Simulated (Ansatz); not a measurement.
**Response to strain in BAs**

Base system: BAs in the zinc blende structure (space group F-43m, No. 216).

```xyz
2
Lattice="0.0000 2.3661 2.3661 2.3661 0.0000 2.3661 2.3661 2.3661 0.0000" Properties=species:S:1:pos:R:3 pbc="T T T"
B      0.0000     0.0000     0.0000
As     1.1830     1.1830     1.1830
```

Cartesian axes are those of the cell as printed.

Strains are applied to the cell and any free atomic positions relax; under biaxial strain the out-of-plane vector relaxes too.

All numbers come from Kohn–Sham DFT with the LDA functional, run in Ansatz (an electronic-structure program) with PAW and 420 eV plane waves, no spin-orbit coupling.

For the base:

| Quantity | Result |
|---|---|
| Band gap | 1.11 eV |

**Question.** The aim is a band gap between 0.54 eV and 0.61 eV. Which of these changes reaches it?
A) biaxial strain +2.00 %, plane normal [001], relaxed out of plane
B) biaxial strain −2.50 %, plane normal [001], relaxed out of plane
C) biaxial strain +2.50 %, plane normal [001], relaxed out of plane

**Answer.** C, biaxial strain +2.50 %, plane normal [001], relaxed out of plane. It gives 0.58 eV; biaxial strain +2.00 %, plane normal [001], relaxed out of plane gives 0.68 eV; biaxial strain −2.50 %, plane normal [001], relaxed out of plane gives 0.77 eV. Changes not listed may reach it too

Whether these cells are dynamically stable was not tested.
